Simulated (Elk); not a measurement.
Troubleshooting Elk: a failed run on YIn (Pm-3m, 2 atoms in the cell). The aim is a self-consistent single point with DFT, PBEsol, all-electron FP-LAPW, Elk's shipped species files, APW+lo basis with extra local orbitals.

Cell that was meant: a = 3.7079 Å, b = 3.7079 Å, c = 3.7079 Å, α = 90.00°, β = 90.00°, γ = 90.00°.

Part of the input:

```
  3

swidth
  0.0

maxscl
  100
```

Log, with long lists cut:

```
│ Elk code version 10.2.4 started │

Error(readinput): swidth too small or negative :    0.000000000
```

From the messages shown, name the fault and mend the input.

The fault is a smearing width of zero. The occupation function divides by the width. To fix it, use a small positive width. The program stopped before any SCF iteration.

An input that runs soundly differs in these lines (not the only fix; some lines may just follow from the change or write a value another way):
```diff
-  0.0
+  0.00367493
```

With that input, the run converged in 13 iterations: free energy E − TS -252098.9448 eV; Fermi level (on the code's own zero) 7.43 eV (DFT, PBEsol, all-electron FP-LAPW, Elk's shipped species files, APW+lo basis with extra local orbitals).

On the sound input: the starting cell comes from a database of computed structures (which also holds hypothetical and non-ambient phases and stackings), without a prior relaxation at this level. Its lattice was rescaled by a random factor within 2.5 % of one. Values depend on the basis (sphere radii, cutoffs, local orbitals), which need not be converged.
